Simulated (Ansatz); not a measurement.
We consider BP (model structure, started from the CdTe type, P6₄22, No. 181, 6 atoms in the cell), described by PBE0 (Ansatz, a first-principles code, plane waves, PAW).

Numerical settings: plane-wave cutoff 460 eV, 9×9×4 k mesh (along the axes of the cell as run), Fermi–Dirac smearing 0.01 eV, scalar-relativistic PAW data made under PBE.

Cell (relaxed with PBEsol):

```yaml
crystal:
  lattice:
    - [3.25952, 0.00000, 0.00000]
    - [-1.62976, 2.82283, 0.00000]
    - [0.00000, 0.00000, 6.94001]
  atoms:
    - { symbol: B, position: [0.00000, 0.49998, 0.66667] }
    - { symbol: B, position: [0.50002, 0.50002, 0.00000] }
    - { symbol: B, position: [0.49998, 0.00000, 0.33333] }
    - { symbol: P, position: [0.00000, 0.49998, 0.16667] }
    - { symbol: P, position: [0.50002, 0.50002, 0.50000] }
    - { symbol: P, position: [0.49998, 0.00000, 0.83333] }
```

**Question.** Give the computed band gap.

**Answer.** 
band gap: 1.36 eV (on the SCF k mesh)

Note: the relaxation could raise the start's symmetry but not lower it, so the cell can be a saddle point; cell and atoms aren't relaxed at this level (pressure 0.3 GPa).

A model structure was made by putting elements into a prototype or built by hand; it is no filed structure, need not be a known phase, and can be a saddle point held by its symmetry.
